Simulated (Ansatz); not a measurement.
**A computed series for GaSb: pressure series**

Take GaSb in the zinc blende structure (space group F-43m, No. 216) as the base.

```cif
data_Ga4Sb4
_chemical_formula_sum 'Sb4 Ga4'
_space_group_name_H-M_alt 'F-43m'
_space_group_IT_number 216
_space_group_name_Hall 'F -4 2 3'
_cell_length_a 6.13244
_cell_length_b 6.13244
_cell_length_c 6.13244
_cell_angle_alpha 90.000
_cell_angle_beta 90.000
_cell_angle_gamma 90.000
loop_
_atom_site_label
_atom_site_type_symbol
_atom_site_symmetry_multiplicity
_atom_site_Wyckoff_symbol
_atom_site_fract_x
_atom_site_fract_y
_atom_site_fract_z
_atom_site_occupancy
Sb1 Sb 4 c 0.25000 0.25000 0.25000 1
Ga1 Ga 4 a 0.00000 0.00000 0.00000 1
```
(The calculation used a cell of 2 atoms; values per cell refer to that cell.)

Cell and atoms are relaxed at each pressure.

Method: r2SCAN (Ansatz, a first-principles code; PAW; 500 eV plane waves; spin-orbit coupling left out).

Candidates:
(a) pressure 7.5 GPa
(b) pressure −2 GPa
(c) pressure 0.7 GPa
(d) pressure 1.5 GPa

Before the change:

| Property | Value |
|---|---|
| Band gap | 0.41 eV |

Order them by band gap, highest first.

(a) pressure 7.5 GPa (0.94 eV), (d) pressure 1.5 GPa (0.61 eV), (c) pressure 0.7 GPa (0.51 eV), (b) pressure −2 GPa (0.10 eV)

With Sb present, leaving out spin-orbit coupling can change the band edges. Load acts through the strain it causes; cell and atoms are relaxed under it. Whether these cells are dynamically stable was not tested. Tetrahedral semiconductors of this kind turn to denser phases somewhere between about 1 and 50 GPa; those were not computed, so compressed cells here can lie past the real transition. A zero or small gap of GaSb under pressure −2 GPa can be the functional's error rather than a property of the material.
